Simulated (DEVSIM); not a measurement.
Device: Schottky contact on n-type GaN, at 300 K.

Layer 1 from the left is GaN, thickness (μm) 0.420, Nd (cm⁻³) 1.4e16, τn (s) 4.8e-8, τp (s) 4.8e-8.

Left contact: Schottky, work function 5.76 eV, emission velocity 4.3e6 cm/s. Right contact: ohmic. Voltage is applied to the left contact. Recombination: SRH at mid-gap, radiative. Mobility is constant in doping.

Constants are typed, rounded textbook-type inputs, not results; the design itself was drawn at random and stands for no fabricated device. Values at 300 K.

GaN: gap (eV) 3.43, affinity (eV) 4.1, permittivity 9.5, Nc (cm⁻³) 2.3e18, Nv (cm⁻³) 4.6e19, μn (cm²/Vs) 1200, μp (cm²/Vs) 100, B (cm³/s) 1e-11.

DEVSIM, 1D drift-diffusion, Boltzmann statistics, complete ionisation; no tunnelling, impact ionisation, image-force lowering or self-heating. Metal contacts follow the ideal Schottky-Mott rule: no Fermi-level pinning, no interface dipoles.

Dark forward current:

| |V| (V) | |J| (A/cm²) |
|---|---|
| 0.55 | 3.397e-13 |
| 0.60 | 2.347e-12 |
| 0.65 | 1.621e-11 |
| 0.70 | 1.120e-10 |
| 0.75 | 7.731e-10 |
| 0.80 | 5.338e-9 |
| 0.85 | 3.684e-8 |
| 0.90 | 2.542e-7 |
| 0.95 | 1.754e-6 |
| 1.00 | 1.209e-5 |
| 1.05 | 8.334e-5 |
| 1.10 | 0.0005739 |
| 1.15 | 0.003948 |
| 1.20 | 0.02712 |
| 1.25 | 0.1859 |
| 1.30 | 1.269 |
| 1.35 | 8.571 |
| 1.40 | 55.87 |
| 1.45 | 316.2 |
| 1.50 | 1227 |
| 1.55 | 2990 |

Q: Work out the local ideality factor n = ΔV / (kT/q · ln(J2/J1)) between the rows 0.55 and 0.60 V, 0.65 and 0.70 V, 1.50 and 1.55 V.

A: kT/q = 25.85 mV. From 0.55 to 0.60 V: ln(2.347e-12/3.397e-13) = 1.933, n = 1.00, near the 1 of diffusion or emission over a barrier. From 0.65 to 0.70 V: ln(1.120e-10/1.621e-11) = 1.933, n = 1.00, near the 1 of diffusion or emission over a barrier. From 1.50 to 1.55 V: ln(2990/1227) = 0.891, n = 2.17; the layers' resistance at their doping, Σ W/(qμN) = 1.6e-5 Ω cm², would take 28 mV of this step of 50 mV.

Q: Estimate the current at 0.95 V for emission alone, J0 = q v N_band exp(−φB/kT), and read the barrier back from the simulated current.

A: φB = 1.660 eV, N_band = 2.30e18 cm⁻³, J0 = 2.05e-22 A/cm²; J = J0 (exp(qV/kT) − 1) = 1.87e-6 A/cm². The simulation gives 1.75e-6 A/cm²; the estimate lies 6.5 % above. Read backwards, the simulated current gives an apparent barrier of 1.662 eV. The estimate leaves out transport through the depletion region and minority injection.
